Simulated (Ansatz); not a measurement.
Consider Zn-vacancy pair (Zn on one host Mo site, one Mo site vacant) in bcc Mo, neutral cell. Computed with PBE, PAW (plane waves to 420 eV; Ansatz, a program for electronic structure).

Settings: 36 host sites, the relaxed PBE lattice, a 2×2×3 k-point mesh shifted by half a step, smearing 0.10 eV, spin-restricted, no image-charge correction. Energies are static. Forms of the defect that were not tried may lie lower.

Barriers: single points on a 3×3×5 k-point mesh shifted by half a step at the bands' geometries.

Relaxed starting cell (atoms counted from 1):

```
CELL_PARAMETERS angstrom
      9.48245     0.00000     0.00000
      0.00000     9.48245     0.00000
      0.00000     0.00000     6.32164
ATOMIC_POSITIONS crystal
  Zn 0.01249 0.01314 0.02156
  Mo 0.99966 0.00030 0.49963
  Mo 0.00025 0.32862 0.00295
  Mo 0.00054 0.33167 0.49757
  Mo 0.99964 0.66941 0.00128
  Mo 0.99987 0.66583 0.50204
  Mo 0.32798 0.00087 0.00295
  Mo 0.33106 0.00117 0.49760
  Mo 0.33164 0.33225 0.00240
  Mo 0.33301 0.33363 0.49814
  Mo 0.33258 0.66598 0.00171
  Mo 0.33304 0.66668 0.50285
  Mo 0.66877 0.00029 0.00130
  Mo 0.66521 0.00052 0.50204
  Mo 0.66535 0.33321 0.00171
  Mo 0.66606 0.33370 0.50284
  Mo 0.66547 0.66611 0.00411
  Mo 0.66666 0.66730 0.50174
  Mo 0.16808 0.16870 0.74106
  Mo 0.16553 0.49605 0.25119
  Mo 0.16521 0.49823 0.75095
  Mo 0.16855 0.83007 0.25513
  Mo 0.16557 0.83397 0.75226
  Mo 0.49544 0.16613 0.25117
  Mo 0.49761 0.16578 0.75096
  Mo 0.49928 0.49988 0.25138
  Mo 0.49802 0.49860 0.75196
  Mo 0.49924 0.83338 0.25152
  Mo 0.49675 0.83456 0.75217
  Mo 0.82946 0.16919 0.25514
  Mo 0.83334 0.16619 0.75225
  Mo 0.83278 0.49985 0.25154
  Mo 0.83400 0.49737 0.75216
  Mo 0.83253 0.83316 0.25210
  Mo 0.83180 0.83241 0.74967
```

End state 1 differs by these moves (Å; atoms that move under 0.08 Å are left out):

| atom | element | Δx | Δy | Δz |
|---|---|---|---|---|
| 1 | Zn | 1.32 | 1.32 | 1.33 |
| 2 | Mo | -0.03 | -0.03 | 0.08 |
| 3 | Mo | -0.04 | 0.07 | -0.03 |
| 7 | Mo | 0.07 | -0.04 | -0.03 |
| 19 | Mo | -0.03 | -0.03 | 0.08 |
| 22 | Mo | -0.04 | 0.07 | -0.03 |
| 30 | Mo | 0.07 | -0.04 | -0.03 |

Problem. What is the computed forward and backward barriers to end state 1 (PBE, PAW)?

Solution. forward 0.35 eV, backward 0.35 eV; at the saddle point atom 1 has neighbours 4 Mo at 2.67, 2 Mo at 2.69, 4 Mo at 3.40, 2 Mo at 3.41 Å. The saddle point's order was not checked, and it lies on a symmetry element of the cell, where a band can be held.
